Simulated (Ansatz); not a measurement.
Consider W$_{2}$C (space group Pbcn, No. 60; a = 4.710 Å, b = 6.045 Å, c = 5.184 Å; a cell from a computed database, its experimental status unchecked). Axes: x, y, z lie along a, b, c of the conventional cell.

All numbers come from DFT with PBEsol, PAW potentials and a 420 eV plane-wave cutoff in Ansatz (a first-principles code), no SOC.

Strains are applied to the cell and any free atomic positions relax.

One change was made to it. Results:

```csv
quantity,base,after
energy relative to the base (free energy F),0 meV/atom,+41 meV/atom
band gap,zero,zero
"pressure (mean of the normal stresses, compression positive)",0.0 GPa,-15.2 GPa
shortest interatomic distance,2.096 Å,2.116 Å
```

Question: What was done to the base?
A) isotropic strain +0.57 %
B) strain tensor (xx, yy, zz, yz, xz, xy) = (+1.72, −0.16, +3.29, −0.23, +0.98, −0.27) %
C) isotropic strain +0.92 %

Answer: B, strain tensor (xx, yy, zz, yz, xz, xy) = (+1.72, −0.16, +3.29, −0.23, +0.98, −0.27) %. For comparison, the energy relative to the base in the other runs: isotropic strain +0.57 % gives +3.9 meV/atom; isotropic strain +0.92 % gives +10 meV/atom.

Without a gap, meshes like the base's 8×6×7 leave anisotropic stresses uncertain by several tenths of a GPa, and small strain energies with them. No phonon test of stability was made. The final runs are not spin-polarised.
